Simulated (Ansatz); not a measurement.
# Effect of biaxial strain +0.89 %, plane normal [001], relaxed out of plane on CaC2

Take CaC$_{2}$ (space group C2/c, No. 15; a cell from a computed database, its experimental status unchecked) as the base.

```
CaC2
1.0
    3.26011    -2.04177     0.00000
    3.26011     2.04177     0.00000
   -2.01923     0.00000     7.00570
Ca C
2 4
Direct
  0.17201   0.82799   0.75000
  0.82799   0.17201   0.25000
  0.42483   0.14540   0.56077
  0.57517   0.85460   0.43923
  0.85460   0.57517   0.93923
  0.14540   0.42483   0.06077
```

Cartesian axes are those of the cell as printed.

Now apply this change: biaxial strain +0.89 %, plane normal [001], relaxed out of plane (Cartesian); in-plane vectors clamped, the third vector and the atoms free.

The values are results of Ansatz (a quantum-chemistry and plane-wave program) PBEsol, no spin-orbit coupling, not measurements. k-mesh 10×10×5 (Γ-centred); smearing 0.05 eV (Fermi–Dirac).

Space group: C2/c (No. 15) (base C2/c (No. 15))
Band gap: 1.70 eV (base 1.74 eV)
Gap character: indirect, Γ–C (64 % along) → Y₂ (base indirect, Γ–C (64 % along) → Y₂)
Smallest direct gap: 2.43 eV (base 2.43 eV)
Width of the top valence band: 0.73 eV (base 0.70 eV)
Out-of-plane strain: -0.98 %
Ratio −ε⊥/ε∥: 1.11
Mean in-plane stress (compression positive): -0.6 GPa

Semilocal Kohn–Sham gaps tend to fall short of experiment. Whether these cells are dynamically stable was not tested.
